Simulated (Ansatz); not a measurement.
GaP: uniaxial stress, 2 GPa tension along z

The reference is GaP in the zinc blende structure (space group F-43m, No. 216; a = 5.451 Å). Axes: x, y, z lie along the cube axes.

Modification: uniaxial stress, 2 GPa tension along z; all other stress components relax to zero.

Method: r2SCAN, PAW, 500 eV (Ansatz, a first-principles code; without spin-orbit coupling). Γ-centred 10×10×10 mesh, Fermi–Dirac width 0.05 eV.

| quantity | base | changed | shift |
|---|---|---|---|
| volume per atom | 20.25 Å³ | 20.40 Å³ | +0.15 Å³ |
| space group | F-43m (No. 216) | I-4m2 (No. 119) | – |
| energy relative to the base (free energy F) | 0 meV/atom | +2.3 meV/atom | +2.3 meV/atom |
| band gap | 1.85 eV | 1.74 eV | -0.104 eV |
| gap character | – | indirect, Γ → Γ–X (87 % along) | – |
| smallest direct gap | 2.36 eV | 2.24 eV | -0.12 eV |
| electron mass | 1.1 mₑ along k, 0.23 mₑ across (off the special points) | 1.00 mₑ along k, 0.23 mₑ across (off the special points) | – |
| valence-band top at Γ (three highest levels, from the VBM) | 0.00, 0.00, 0.00 eV | 0.00, 0.00, -0.14 eV | – |
| valley order (the lowest conduction-band minima on the path, energy above the VBM, named in the base's zone) | a point along ⟨100⟩, about 1.0 Å⁻¹ from Γ 1.85 eV; L along ⟨111⟩ 2.04 eV; Γ 2.36 eV | a point along [010], about 1.0 Å⁻¹ from Γ 1.74 eV; a point along [001], about 1.0 Å⁻¹ from Γ 1.95 eV; L along [111] 1.96 eV; Γ 2.24 eV | – |
| strain response (xx, yy, zz) | – | (−0.53, −0.53, +1.83) % | – |
| secant Young's modulus along z | – | 110 GPa | – |
| mean lateral Poisson ratio | – | 0.29 | – |

Final structure:

```yaml
crystal:
  lattice:
    - [0.00000, 2.71133, 2.77562]
    - [2.71133, 0.00000, 2.77562]
    - [2.71133, 2.71133, 0.00000]
  atoms:
    - { symbol: P, position: [0.75000, 0.75000, 0.75000] }
    - { symbol: Ga, position: [0.00000, 0.00000, 0.00000] }
```

Cost of the whole job for the changed cell (relaxation, final SCF and bands): very roughly 80 core-seconds.

Masses are band curvatures over ±0.01 Å⁻¹ around the edge. Along k means along the line from Γ to the band edge. Beyond what the load breaks, stability against distortions was not tested. k-point labels follow each cell's own Brillouin zone.
